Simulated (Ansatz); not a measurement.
Base system: ZrO2 in the fluorite structure (space group Fm-3m, No. 225; a = 5.116 Å).

Modification: the cell is scaled by 1.0119 in all directions, atoms relaxed at fixed cell.

Levels (all Ansatz, an electronic-structure program, PAW): PBE (420 eV, without spin-orbit coupling); r2SCAN (500 eV, scalar-relativistic without spin-orbit coupling).

The geometry is relaxed with PBE.

| Quantity | Result |
|---|---|
| PBE electron mass | 0.53, 2.2 mₑ (at Γ) |
| PBE lowest conduction level above the VBM at special points | Γ 3.22 eV; X 3.62 eV; L 3.80 eV; K 3.83 eV |
| PBE smallest direct gap | 3.62 eV |
| PBE pressure | -77.9 kbar |

With r2SCAN at the same geometry, the electron mass (degenerate bands, along [100]) goes from 0.53, 2.2 mₑ (at Γ) to 0.58, 2.2 mₑ (at Γ); the lowest conduction level above the VBM at special points goes from Γ 3.22 eV; X 3.62 eV; L 3.80 eV; K 3.83 eV to Γ 3.72 eV; X 4.09 eV; L 4.28 eV; K 4.29 eV; the smallest direct gap rises by 0.47 eV, from 3.62 eV to 4.09 eV; the pressure decreases by 40.2 kbar, from -77.9 kbar to -118.1 kbar.

Single points use the geometry relaxed with PBE. Their cutoffs differ, which shifts pressures a little. The cells carry an imposed strain or load. Effective masses come from finite differences of ±0.01 Å⁻¹. No phonon test of stability was made. This is not the structure that ZrO2 has at room temperature and ambient pressure.
